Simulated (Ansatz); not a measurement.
An Ansatz (an electronic-structure program) run: C with a change (biaxial strain +1.25 %, plane normal [111], relaxed out of plane); LDA (Ansatz, PAW, spin-orbit coupling left out).

Input:

Ansatz 0.2 input:
```yaml
crystal:
  lattice:
    - [2.5285376932, 0, 0]
    - [1.2642688466, 2.1897778767, 0]
    - [1.2642688466, -0.7299259589, 2.0263101149]
  atoms:
    - { symbol: C, position: [0, 0, 0] }
    - { symbol: C, position: [0.5, 0.25, 0.75] }
basis: { ecutwfc: 420, ecutrho_ratio: 4, xc_grid: 2, fft_grid_basis: typed }
kpoints: { mp_grid: { grid: [16, 16, 16] } }
hamiltonian:
  xc: lda
  dispersion: none
  pseudopotentials: { kind: paw }
scf: { occupations: { method: fermi_dirac, width: 0.05 } }
relax: { f_tol: 0.005, max_steps: 50, cell: { stress_tol: 0.01, fix: [a, b, gamma] } }
output: { forces: true, stress: true }
checkpoint: { write: state.ck, write_every: 1000 }
```

Output (explanatory and most iteration lines left out):

```
Relaxation: its limit of steps is 50 (relax.max_steps)
Pseudopotential: C, paw, valence charge 4
Crystal: 2 atoms, lattice volume = 11.220 Å³
Basis set: ecut = 420 eV, 217 PW (Γ), exchange–correlation on 36×36×36 points (8 copies of the dense FFT grid, shifted against one another)
Bands: 8, of which v1, the nominal top of the filled ones, is band 4 counted from 1 (3 counted from 0)
Symmetry: 12 space group operations
Space group: R-3m (ITA 166), of the structure as read, at distance tolerance 2.2e-5 Å
k-points: 417 of 4096
Functional: x = slater, c = lda
SCF iter   1: F=—  HF=-485.970956 eV  |F-HF|=—  |Δ(HF+E_count)|=         —  Δρ=7.28e-3  dr2=2.12e-3  ethr=1.77e-3  ⟨swp⟩=4.7  Hψ=21517  notcnv=0
SCF iter   2: F=—  HF=-485.970442 eV  |F-HF|=—  |Δ(HF+E_count)|=   5.14e-4  Δρ=3.43e-3  dr2=4.67e-4  ethr=2.65e-5  ⟨swp⟩=1.0  Hψ=6681  notcnv=0
SCF 1 converged in 6 iterations: F = -485.970315 eV  dr2 = 1.51e-11
relax step   1: F+E_penalty+E_count = -485.97031499 eV  Δ(F+E_penalty+E_count) = +0.000e0 eV  max|allowed force component| = 8.784e-2 eV/Å  Δτ_max = 0.0000 Å  P = -8.197 GPa  Ω = 11.220 Å³  fix = [a, b, gamma]  reactions: a -15.433, b -15.433 GPa  (6 SCF iters, dr2 threshold 1.00e-7 eV, accepted)
[... steps on the carried basis left out ...]
relax step   6: F+E_penalty+E_count = -485.97143391 eV  Δ(F+E_penalty+E_count) = +7.245e-6 eV  max|allowed force component| = 1.174e-5 eV/Å  Δτ_max = 0.0000 Å  P = -10.413 GPa  Ω = 11.274 Å³  energy of the carried Pulay correction = -7.546e-6 eV  fix = [a, b, gamma]  reactions: a -15.620, b -15.620 GPa  (6 SCF iters, dr2 threshold 2.64e-8 eV, accepted)
Crystal: 2 atoms, lattice volume = 11.274 Å³
SCF iter   1: F=—  HF=-485.971439 eV  |F-HF|=—  |Δ(HF+E_count)|=         —  Δρ=1.00e-6  dr2=1.32e-11  ethr=1.86e-8  ⟨swp⟩=3.4  Hψ=32111  notcnv=0
SCF iter   2: F=—  HF=-485.971439 eV  |F-HF|=—  |Δ(HF+E_count)|=  3.34e-10  Δρ=5.02e-7  dr2=2.98e-12  ethr=1.65e-13 (applied; sched 1.00e-12)  ⟨swp⟩=2.7  Hψ=5597  notcnv=0
SCF 7 converged in 7 iterations: F = -485.971439 eV  dr2 = 1.44e-19
SCF converged after 7 iterations
Free energy (F): -485.971439 eV
Internal energy: -485.971439 eV  (E = F + TS)
E sigma→0 (E₀):  -485.971439 eV
Fermi energy:    15.209582 eV
--- Forces (eV/Å), atoms counted from 1 ---
  atom   1  C      0.00000000     0.00000000    -0.00000996
  atom   2  C     -0.00000000    -0.00000000     0.00000996
--- Stress (GPa, compression-positive) ---
      -15.619608       0.000000      -0.000000
        0.000000     -15.619608      -0.000000
       -0.000000      -0.000000       0.002634
  P = ⅓ Tr σ = -10.4122 GPa (-104.122 kbar)
--- Relaxed structure (5 steps of the walk, 5 accepted, 2 SCFs on fresh bases) ---
  cell:  # Å, volume = 11.2744 Å³
    - [2.528537693178232, -1.6459310363649517e-50, 9.788826449218456e-34]
    - [1.264268846589116, 2.1897778767188516, 3.670542306969337e-17]
    - [1.264268846589116, -0.7299259589062839, 2.036212448216573]
  atoms:
    - { symbol: C, position: [0.00024073756974645453, -0.00012036878487322724, -0.0003611063546196818] }
    - { symbol: C, position: [0.49975926243025337, 0.25012036878487326, 0.7503611063546199] }
```

Whether these cells are dynamically stable was not tested. The cell was made from C in the diamond structure (space group Fd-3m, No. 227) by this change: biaxial strain +1.25 %, plane normal [111], relaxed out of plane.
